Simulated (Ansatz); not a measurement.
# PtGe2 (model structure, started from the AlB2 type, P6/mmm, No. 191, 3 atoms in the cell): properties by level of theory

```
level (code)         lattice constant a (Å)  c axis length (Å)
-------------------  ----------------------  -----------------
PBE (Ansatz)                              …                  …
PBEsol (Ansatz)                           …              2.790
PBE-D3(BJ) (Ansatz)                   4.551                  …
```

Task: Complete the blanks.

Result: 
- PBE (Ansatz, a program for electronic structure), lattice constant a (Å): 4.612
- PBE (Ansatz), c axis length (Å): 2.839
- PBEsol (Ansatz), lattice constant a (Å): 4.543
- PBE-D3(BJ) (Ansatz), c axis length (Å): 2.799

Ansatz's density-functional and Hartree–Fock values are scalar-relativistic unless marked +SOC, with PAW data made under PBE.

Static lattice: no zero-point or thermal effects.

A model structure was made by putting elements into a prototype or built by hand; it is no filed structure, need not be a known phase, and can be a saddle point held by its symmetry.
